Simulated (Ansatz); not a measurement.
**1T (CdI2-type) MnI2**

Method: r²SCAN (Ansatz, a quantum-chemistry and plane-wave program, plane waves, PAW).

Run with plane-wave cutoff 560 eV, 12×12×6 k mesh (along the axes of the cell as run), Fermi–Dirac smearing 0.01 eV, spin-polarised with parallel moments, scalar-relativistic PAW data made under PBE.

Cell (relaxed at this level):

```cif
data_I2Mn
_chemical_formula_sum 'Mn1 I2'
_space_group_name_H-M_alt 'P 1'
_space_group_IT_number 1
_cell_length_a 4.15722
_cell_length_b 4.15722
_cell_length_c 7.13177
_cell_angle_alpha 90.000
_cell_angle_beta 90.000
_cell_angle_gamma 120.000
loop_
_space_group_symop_operation_xyz
  'x, y, z'
loop_
_atom_site_label
_atom_site_type_symbol
_atom_site_fract_x
_atom_site_fract_y
_atom_site_fract_z
_atom_site_occupancy
Mn1 Mn 0.00000 0.00000 0.00000 1
I1 I 0.33333 0.66667 0.23225 1
I2 I 0.66667 0.33333 0.76775 1
```
Starting moments (μB, in the order of the record's atoms Mn I I): 4.0 0.0 0.0.

For 1T (CdI2-type) MnI2, the bulk modulus B0 comes out as 8.99 GPa and the band gap comes out as 2.13 eV. The smallest direct gap on the k points sampled comes out as 2.29 eV. The Γ–Γ gap comes out as 2.55 eV.

Note: the magnetic order was assumed, not searched for or taken from measurement; the cell comes from a level without a dispersion term, which matters for the spacing of layers, chains or molecules; the bulk modulus comes from volumes at which shape and atoms were relaxed; the cell has widely spaced layers and the level no dispersion term, so their spacing and the moduli can rest on weak binding.

Spin–orbit coupling is not included; with these elements it can move the gap by several tenths of an eV or more.

The result took very roughly 50 core-minutes.
